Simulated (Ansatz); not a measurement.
## A computed series for SnO2: pressure series

The parent structure is SnO₂ in the rutile structure (space group P4_2/mnm, No. 136; a = 4.769 Å, c = 3.212 Å).

Cell and atoms are relaxed at each pressure.

All numbers come from PBEsol in Ansatz (plane waves to 420 eV, PAW, without spin-orbit coupling).

```
variant           volume per atom  band gap
----------------  ---------------  --------
base                     12.18 Å³   0.92 eV
pressure −2 GPa          12.31 Å³   0.81 eV
pressure −1 GPa          12.24 Å³   0.87 eV
pressure 0.3 GPa         12.16 Å³   0.94 eV
pressure 0.7 GPa         12.13 Å³   0.96 eV
pressure 1.5 GPa         12.08 Å³   1.00 eV
pressure 3 GPa                  ?         ?
pressure 5 GPa           11.88 Å³   1.18 eV
pressure 7.5 GPa         11.74 Å³   1.30 eV
pressure 10 GPa          11.61 Å³   1.42 eV
```

Question: Fill in the withheld entries from the trend.

Answer: 
- pressure 3 GPa, volume per atom: 11.99 Å³
- pressure 3 GPa, band gap: 1.08 eV

Load acts through the strain it causes; cell and atoms are relaxed under it. Stability against distortions was not tested. Competing high-pressure phases were not computed. The base started in Imma and relaxed to P4_2/mnm at this level.

Ansatz is a first-principles code.
